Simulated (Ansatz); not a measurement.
Base system: SiC in the wurtzite structure (space group P6_3mc, No. 186; a = 3.076 Å, c = 5.048 Å).

Level of theory: Ansatz (a quantum-chemistry and plane-wave program) PBEsol, no spin-orbit coupling.

Strains are applied to the cell and any free atomic positions relax.

One change was made to it. Results:

The mean gap deformation potential ΔEg/Δln V comes out as +1.9 eV; the smallest direct gap grows by 0.18 eV to 4.04 eV; the pressure (mean of the normal stresses, compression positive) goes from zero to 24.24 GPa; the energy rises by 63 meV/atom; the electron mass becomes 0.25 mₑ along c, 0.41 mₑ across (at K) (base: 0.26 mₑ along c, 0.43 mₑ across (at K)).

Question: What was done to the base?
A. isotropic strain −3.00 %
B. isotropic strain −2.40 %
C. isotropic strain −1.20 %
D. isotropic strain −1.80 %

Answer: A, isotropic strain −3.00 %. For comparison, the energy relative to the base in the other runs: isotropic strain −1.20 % gives +9.6 meV/atom; isotropic strain −2.40 % gives +40 meV/atom; isotropic strain −1.80 % gives +22 meV/atom.

Masses are band curvatures over ±0.01 Å⁻¹ around the edge. Stability against distortions was not tested.
